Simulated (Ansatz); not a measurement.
A calculation on rock-salt ZrN returned lattice constant a 4.609 Å, bulk modulus 253 GPa.

For reference: lattice constant a 4.575 Å (measured, temperature not stated, not corrected to a static lattice, relaxed epitaxial film; as tabulated in Mei et al., J. Vac. Sci. Technol. A 31, 061516 (2013)); bulk modulus 248 GPa (measured, room temperature, not corrected to a static lattice, our sources range from 215 to 248; as tabulated in Synthesis of Binary Transition Metal Nitrides, Carbides and Borides from the …).

Q: Which level of theory produced these numbers?
A) B3LYP (VWN-RPA form) (Ansatz (a quantum-chemistry and plane-wave program))
B) PBE0 (Ansatz)
C) HSE06 (Ansatz)
D) PBEsol (Ansatz)

A: A, B3LYP (VWN-RPA form) (Ansatz)

The others give: PBE0 4.562 Å, 274 GPa; HSE06 4.562 Å, 273 GPa; PBEsol 4.552 Å, 269 GPa.

Unless a cell is named, each level is at its own relaxed cell (B3LYP (VWN-RPA form) 12.24, HSE06 11.87, PBE0 11.87, PBEsol 11.79 Å³/atom).

Ansatz's density-functional and Hartree–Fock values are scalar-relativistic unless marked +SOC, with PAW data made under PBE.
